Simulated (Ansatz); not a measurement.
End structure of the (100) surface of fcc Ir, clean 1x1 (bottom of the slab: a bare face, its two planes held):

```yaml
crystal:
  lattice:
    - [2.73720, 0.00000, 0.00000]
    - [0.00000, 2.73720, 0.00000]
    - [0.00000, 0.00000, 26.00000]
  atoms:
    - { symbol: Ir, position: [0.50000, 0.50000, 0.31390] }
    - { symbol: Ir, position: [0.00000, 0.00000, 0.38834] }
    - { symbol: Ir, position: [0.50000, 0.50000, 0.46243] }
    - { symbol: Ir, position: [0.00000, 0.00000, 0.53731] }
    - { symbol: Ir, position: [0.50000, 0.50000, 0.61231] }
    - { symbol: Ir, position: [0.00000, 0.00000, 0.68268] }
```

Slab: 6 atoms, 9.7 Å thick at the start (thin: gaps and levels are the slab's own); k 14x14x1, smearing 0.1 eV, dipole-corrected; single point; on the structure that PBE left under its start's symmetry; no spin, no spin-orbit, no U.

Question: Give the work function of the top face at the level Ansatz (an electronic-structure program) with r2SCAN, at the PBE geometry.

Answer: 5.64 eV
